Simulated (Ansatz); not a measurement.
What isotropic strain −0.50 % does to CuI

The reference is CuI in the zinc blende structure (space group F-43m, No. 216; a = 5.862 Å).

It is then changed as follows: the cell is scaled by 0.9950 in all directions; the atoms relax in the strained cell.

Level of theory: LDA (Ansatz, an electronic-structure program, PAW, no spin-orbit coupling). Settings: 10×10×10 k-points, 0.05 eV Fermi–Dirac smearing.

| quantity | base | changed | shift |
|---|---|---|---|
| volume per atom | 25.18 Å³ | 24.80 Å³ | -0.38 Å³ |
| shortest interatomic distance | 2.538 Å | 2.526 Å | -0.0127 Å |
| energy relative to the base (free energy F) | 0 meV/atom | +1.0 meV/atom | +1.0 meV/atom |
| pressure | 0.00 GPa | 0.89 GPa | +0.89 GPa |
| band gap | 1.22 eV | 1.27 eV | +0.05 eV |
| gap character | direct at Γ | direct at Γ | – |
| mean gap deformation potential ΔEg/Δln V | – | -3.1 eV | – |
| width of the top valence band | 1.92 eV | 1.99 eV | +0.064 eV |
| electron mass | 0.14 mₑ (at Γ) | 0.14 mₑ (at Γ) | – |
| valley order (the lowest conduction-band minima on the path, energy above the VBM, named in the base's zone) | Γ 1.22 eV; L along ⟨111⟩ 2.12 eV; X along ⟨100⟩ 2.41 eV | Γ 1.27 eV; L along ⟨111⟩ 2.13 eV; X along ⟨100⟩ 2.37 eV | – |

Final structure:

```yaml
crystal:
  lattice:
    - [0.00000, 2.91629, 2.91629]
    - [2.91629, 0.00000, 2.91629]
    - [2.91629, 2.91629, 0.00000]
  atoms:
    - { symbol: Cu, position: [0.00000, 0.00000, 0.00000] }
    - { symbol: I, position: [0.25000, 0.25000, 0.25000] }
```

Cost of the whole job for the changed cell (relaxation, final SCF and bands): about 22 core-seconds (a rough figure).

Spin-orbit coupling, missing from the scalar runs, can matter with I. Masses are band curvatures over ±0.01 Å⁻¹ around the edge. No phonon test of stability was made. All final runs are without spin polarisation.
